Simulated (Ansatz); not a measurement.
The starting structures come from a database of crystals and need not be the phases stable at ambient conditions.

By PBEsol, the system below comes out a metal.

The ballistic (Sharvin) conductance counts the channels at the Fermi level: G/A = (e²/h) × channels of both spins per area.

Data:

```
Pt3Sn
1.0
    4.02928     0.00000     0.00000
    0.00000     5.69826     0.00000
    0.00000     2.84913     2.84913
Sn Pt
1 3
Direct
  0.00000   0.00000   0.00000
  0.00000   0.50000   0.00000
  0.50000   0.00000   0.50000
  0.50000   0.50000   0.50000
```

The cell is taken as given; by PBEsol it stands under a pressure of -3.8 GPa.

The current flows along the normal of the first two printed cell vectors, the (110) plane of the conventional cell. No spin-orbit coupling; the value is a mean over 0.1 eV about the Fermi level.

Q: Estimate the ballistic conductance per area that PBEsol (Ansatz, a first-principles code) returns for this system.

A: 0.24 × 10¹⁵ S/m² for both spins.
